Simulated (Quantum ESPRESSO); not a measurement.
Input and output of a self-consistent single point for ScCoC2 (P4/nmm, 8 atoms in the cell) (Quantum ESPRESSO).

Method: PBEsol, GBRV 1.5 ultrasoft (PBESOL) pseudopotentials (plane waves; Quantum ESPRESSO).

The change in words: lattice scaled by 0.98. Reference geometry:
```
ScCoC2
1.0
    3.34281     0.00000     0.00000
    0.00000     3.34281     0.00000
    0.00000     0.00000     7.18148
Sc Co C
2 2 4
Direct
  0.50000   0.00000   0.65433
  0.00000   0.50000   0.34567
  0.50000   0.50000   0.00000
  0.00000   0.00000   0.00000
  0.00000   0.50000   0.85013
  0.50000   0.00000   0.14987
  0.50000   0.00000   0.34670
  0.00000   0.50000   0.65330
```

Reference input (self-consistent single point, DFT, PBEsol, plane waves, GBRV 1.5 ultrasoft (PBESOL) pseudopotentials): ecutwfc = 50 Ry; ecutrho = 400 Ry; occupations = smearing; smearing = gauss; degauss = 0.0099958 Ry; potentials = {Sc: sc_pbesol_v1.uspp.F.UPF, Co: co_pbesol_v1.2.uspp.F.UPF, C: c_pbesol_v1.2.uspp.F.UPF}; K_POINTS = automatic 8 8 4 0 0 0; conv_thr = 1e-10 Ry; mixing_beta = 0.7. This run's input differs from it in these lines:

```diff
@@ -26,10 +26,10 @@
 ATOMIC_POSITIONS bohr
-Sc    3.1584976933    0.0000000000    8.8799323017
-Sc    0.0000000000    3.1584976933    4.6910980678
-Co    3.1584976933    3.1584976933    0.0000000000
+Sc    3.0953279284    0.0000000000    8.7023331610
+Sc    0.0000000000    3.0953279284    4.5972758452
+Co    3.0953279284    3.0953279284    0.0000000000
 Co    0.0000000000    0.0000000000    0.0000000000
-C     0.0000000000    3.1584976933   11.5371400480
-C     3.1584976933    0.0000000000    2.0338903215
-C     3.1584976933    0.0000000000    4.7050762291
-C     0.0000000000    3.1584976933    8.8659541404
+C     0.0000000000    3.0953279284   11.3063966044
+C     3.0953279284    0.0000000000    1.9932124018
+C     3.0953279284    0.0000000000    4.6109744424
+C     0.0000000000    3.0953279284    8.6886345637
 K_POINTS automatic
@@ -37,5 +37,5 @@
 CELL_PARAMETERS angstrom
-   3.3428100000     0.0000000000     0.0000000000
-   0.0000000000     3.3428100000     0.0000000000
-   0.0000000000     0.0000000000     7.1814800000
+   3.2759540000     0.0000000000     0.0000000000
+   0.0000000000     3.2759540000     0.0000000000
+   0.0000000000     0.0000000000     7.0378500000
```

Log, with long lists cut:

```
     Self-consistent Calculation

     iteration #  1     ecut=    50.00 Ry     beta= 0.70

     total energy              =    -827.56978345 Ry
     estimated scf accuracy    <       6.32512417 Ry

     iteration #  2     ecut=    50.00 Ry     beta= 0.70

     total energy              =    -826.72500362 Ry
     estimated scf accuracy    <      28.30105459 Ry

     iteration #  3     ecut=    50.00 Ry     beta= 0.70

     total energy              =    -827.42733551 Ry
     estimated scf accuracy    <      49.33036951 Ry

   [... 10 blocks of this kind left out ...]

     iteration # 14     ecut=    50.00 Ry     beta= 0.70

     total energy              =    -831.16295024 Ry
     estimated scf accuracy    <       0.00000003 Ry

     iteration # 15     ecut=    50.00 Ry     beta= 0.70
     End of self-consistent calculation

     the Fermi energy is    15.5411 ev

!    total energy              =    -831.16295025 Ry
     estimated scf accuracy    <          6.1E-11 Ry
     smearing contrib. (-TS)   =      -0.00039531 Ry
     internal energy E=F+TS    =    -831.16255493 Ry

     convergence has been achieved in  15 iterations

     Forces acting on atoms (cartesian axes, Ry/au):

     atom    1 type  1   force =     0.00000000    0.00000000    0.00737752
     atom    2 type  1   force =     0.00000000    0.00000000   -0.00737752
     atom    3 type  2   force =     0.00000000    0.00000000    0.00000000
     atom    4 type  2   force =     0.00000000    0.00000000    0.00000000
     atom    5 type  3   force =     0.00000000    0.00000000    0.02566302
   [... lines left out ...]

     Total force =     0.068914     Total SCF correction =     0.000034

          total   stress  (Ry/bohr**3)                   (kbar)     P=      108.59
   0.00067794   0.00000000   0.00000000           99.73        0.00        0.00
   0.00000000   0.00067794   0.00000000            0.00       99.73        0.00
   0.00000000   0.00000000   0.00085857            0.00        0.00      126.30

   JOB DONE.
```

The run converged in 15 iterations. Against the reference run the free energy goes up by 10.8 meV/atom, the pressure goes from -4.69 to 10.86 GPa and the largest force goes from 0.264 to 1.048 eV/Å.

The starting cell comes from a database of computed structures (which also holds hypothetical and non-ambient phases and stackings), without a prior relaxation at this level. For this run, on top of that: lattice scaled by 0.98. Spin polarisation is off. With a pressure of about 11 GPa the cell is away from its equilibrium volume at this level. Forces in this geometry exceed 1 eV/Å.

Cost on one core of a shared machine: roughly 2 min.
